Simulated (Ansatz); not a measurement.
Mo (Im-3m), PBE, DFPT electron-phonon coupling, linearised Boltzmann equation (Ansatz, a quantum-chemistry and plane-wave program): Condition of this run: functional PBE. phonon-limited resistivity 5.77 μΩ·cm at 300 K, 7.95 μΩ·cm at 400 K, current-weighted mean free path 12.2 nm, Drude plasma energy 8.52 eV.

Problem. What Drude relaxation time do resistivity and plasma energy imply?

Solution. ω_p = 1.29e16 s⁻¹, so τ = 1/(ε₀ ω_p² ρ) = 11.7 fs, a damping ħ/τ of 56.3 meV.

Problem. What is the classical skin depth at 10 GHz (nonmagnetic, μ₀ = 1.257×10⁻⁶ H/m)?

Solution. δ = √(ρ/(π f μ₀)) = 1210 nm.

Problem. What temperature coefficient of resistance follows, and how does it compare with 1/T?

Solution. (ρ₄₀₀ − ρ₃₀₀)/(100 K × ρ₃₀₀) = 3.78×10⁻³ K⁻¹, against 1/T = 3.33×10⁻³ K⁻¹ for a resistivity proportional to T. It lies higher because phonons are still being populated at 300 K; impurities would add a constant and lower it.

A metal at this level (no band gap). Only scattering by harmonic phonons is included (no impurities, grain boundaries, electron-electron scattering or thermal expansion). Spin-orbit coupling is left out. The squared frequency of the phonon mode least converged on the k mesh is uncertain by about 43 %. The run warned that the eigensolver left some states short of its tolerance. Halving the electron mesh (36x36x36) moves the resistivity by up to 1 % at 300 K, the mean free path by up to 2 %. Smearing 0.20 eV; phonons on a 6x6x6 q mesh, which this run doesn't test.
